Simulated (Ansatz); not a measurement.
System: fluorite PbF2 (high-temperature phase). Method: PBEsol in Ansatz (PAW).

Numerical settings: plane-wave cutoff 520 eV, 8×8×8 k mesh, scalar-relativistic PAW data made under PBE.

Computed at the level's own relaxed cell.

```yaml
crystal:
  lattice:
    - [0.00000, 2.94939, 2.94939]
    - [2.94939, 0.00000, 2.94939]
    - [2.94939, 2.94939, 0.00000]
  atoms:
    - { symbol: Pb, position: [0.00000, 0.00000, 0.00000] }
    - { symbol: F, position: [0.25000, 0.25000, 0.25000] }
    - { symbol: F, position: [0.75000, 0.75000, 0.75000] }
```

Question: Give the elastic tensor (Voigt notation, GPa, ions relaxed, in the Cartesian axes of the cell as printed).

Answer: 
```
  112.3    58.4    58.4     0.0     0.0     0.0
   58.4   112.3    58.4     0.0     0.0     0.0
   58.4    58.4   112.3     0.0     0.0     0.0
    0.0     0.0     0.0    22.3     0.0     0.0
    0.0     0.0     0.0     0.0    22.3     0.0
    0.0     0.0     0.0     0.0     0.0    22.3
```

Measured, for comparison: elastic constant C11 96.1 ± 0.09 GPa, elastic constant C44 20.8 ± 0.01 GPa (room temperature, no zero-point or thermal correction; as tabulated in Jamieson, Manghnani, Matsui, Ming, J. Geophys. Res. 91, 4643 (1986)). Computed (rounded) less measured: elastic constant C11 +17 %, elastic constant C44 +7 %. A static lattice is as a rule a little smaller and stiffer than an uncorrected measurement, which narrows the difference in the elastic constant C44 and would widen misses of the other sign.

Spin–orbit coupling is not included; it can shift volumes and moduli of such heavy elements.

Static lattice: no zero-point or thermal effects.

Ansatz is a first-principles code.
